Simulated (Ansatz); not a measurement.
## hypothetical cubic perovskite BaSnSe3 with two functionals, uniaxial stress, 3 GPa tension along x

Consider BaSnSe3 in the cubic perovskite structure (space group Pm-3m, No. 221; a = 5.3604 Å; a hypothetical phase, not in the database extracts checked). Axes: x, y, z lie along the cube axes.

(Cell as relaxed with PBE.)

Levels (all Ansatz, a program for electronic structure, PAW): PBE (420 eV, no spin-orbit coupling); PBEsol (420 eV, scalar-relativistic without spin-orbit coupling).

Each level relaxes its own structure.

```csv
base,PBE,PBEsol
volume per atom,30.80 Å³,29.27 Å³
lattice parameter a,5.360 Å,5.270 Å
band gap,zero,zero
```

Now apply this change: uniaxial stress, 3 GPa tension along x; all other stress components relax to zero.

| quantity | PBE | PBEsol |
|---|---|---|
| energy relative to the base (free energy F) | +14 meV/atom | ___ |
| band gap | zero | ___ |
| volume per atom | 31.72 Å³ | ___ |

Question: Given the PBE results, estimate those of PBEsol.

Answer: 
- energy relative to the base (free energy F), PBEsol: +11 meV/atom
- band gap, PBEsol: zero
- volume per atom, PBEsol: 29.99 Å³

PBE's energy relative to the base lies 3.6 meV/atom above PBEsol's; PBE's volume per atom lies 1.73 Å³ above PBEsol's (5.8 %); the two agree on the band gap. Neither level is exact; PBEsol is the comparison here, not a measurement.

Without a gap, meshes like the base's 9×9×9 leave anisotropic stresses uncertain by several tenths of a GPa, and small strain energies with them. Load acts through the strain it causes; cell and atoms are relaxed under it. Stability under load was not tested beyond the relaxation. The final runs are not spin-polarised. Many cubic perovskites are stable only at high temperature; tilts and polar distortions were not tested.
